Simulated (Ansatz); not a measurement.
**La2O3: point defects**

Base system: a 20-atom supercell of La2O3 (space group P-3m1, No. 164; a = 3.906 Å, c = 6.040 Å) at its relaxed geometry.

One neutral defect a cell, atoms relaxed at fixed cell.

Computed with Ansatz (a program for electronic structure), PBEsol, PAW, cutoff 420 eV, no spin-orbit coupling.

```tsv
change	total moment of the cell	pressure	largest displacement of a host atom from its site in the perfect cell
perfect supercell	–	0.0 GPa	–
Li interstitial (started 2.29 Å from the nearest host atom)	0.0 μB	1.0 GPa	0.11 Å
Cs on a La site, symmetric start	2.0 μB	4.8 GPa	0.28 Å
Ca on a La site	1.0 μB	-1.1 GPa	0.14 Å
```

Other magnetic orders, which the real material may have, were not ruled out. The cell is small, so the values are those of an ordered compound at a high defect concentration; dilute-limit values will differ. The mesh was chosen for an insulator and is coarse for the gapless case. Defects with a symmetric start kept the site's symmetry and may sit on a saddle; the others started slightly shaken. Seeded moments were not kept for Li interstitial (started 2.29 Å from the nearest host atom).
